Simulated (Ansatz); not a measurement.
The reference is Si in the diamond structure (space group Fd-3m, No. 227; a = 5.4443 Å).

The values are results of r2SCAN (Ansatz, a first-principles code, PAW, no spin-orbit coupling), not measurements.

One change was made to it. Results:

The smallest direct gap goes up by 0.02 eV, from 2.74 eV to 2.76 eV; the volume per atom falls by 0.84 Å³ (20.17 Å³ → 19.33 Å³).

Q: Which of these changes matches the shifts?
(A) pressure 0.9 GPa
(B) pressure 15 GPa
(C) pressure 4.5 GPa
(D) pressure −2 GPa

A: C, pressure 4.5 GPa. For comparison, the volume per atom in the other runs: pressure 15 GPa gives 17.88 Å³; pressure −2 GPa gives 20.61 Å³; pressure 0.9 GPa gives 19.99 Å³.

Load acts through the strain it causes; cell and atoms are relaxed under it. Stability against distortions was not tested. Measured, Si leaves this structure (for the β-tin structure) near 12 GPa (room temperature; as listed in arXiv:1906.07825).
